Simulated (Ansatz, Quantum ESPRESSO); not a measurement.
Code comparison for ZrGeS (P4/nmm, 6 atoms in the cell)

Self-consistent single point.

```xyz
6
Lattice="3.5484 0.0000 0.0000 0.0000 3.5484 0.0000 0.0000 0.0000 7.8724" Properties=species:S:1:pos:R:3 pbc="T T T"
Zr     0.0000     1.7742     5.7090
Zr     1.7742     0.0000     2.1634
Ge     1.7742     1.7742     0.0000
Ge     0.0000     0.0000     0.0000
S      0.0000     1.7742     2.9802
S      1.7742     0.0000     4.8922
```

Shared settings, as Ansatz (a first-principles code) writes them: kpoints.mp_grid.grid = 7 7 3; magnetization.spin_orbit = true; scf.occupations.method = fermi_dirac; scf.occupations.width = 0.136 eV. Potentials and cutoffs stand in the table.

```
code                                                                                                   model  pressure (GPa)  largest force (eV/Å)   cutoff
----------------  ------------------------------------------------------------------------------------------  --------------  --------------------  -------
Ansatz                                              PBEsol with spin-orbit coupling, PAW files made with PBE            6.73                 0.316  default
Quantum ESPRESSO  PBEsol, spin-orbit coupling, PSlibrary fully relativistic ultrasoft (PBE) pseudopotentials            7.89                 0.355    55 Ry
```

Size of the force on each atom (eV/Å): Sizes of forces hide their directions.

| code | Zr1 | Zr2 | Ge3 | Ge4 | S5 | S6 |
|---|---|---|---|---|---|---|
| Ansatz | 0.316 | 0.316 | 0.000 | 0.000 | 0.130 | 0.130 |
| Quantum ESPRESSO | 0.355 | 0.355 | 0.000 | 0.000 | 0.148 | 0.148 |

The spread over the programs that give each value: pressure within 1.16 GPa; largest force within 0.039 eV/Å.

Ansatz's pressure is given at a fixed set of plane waves, as the other plane-wave codes print theirs; with its correction for the finite basis it is 6.76 GPa.

The starting cell comes from a database of computed structures (which also holds hypothetical and non-ambient phases and stackings), without a prior relaxation at this level. Its lattice was rescaled by a random factor within 2.5 % of one.

Left out of this page: Elk (not drawn, or without a comparable value).

Keys are those of Ansatz 0.2.
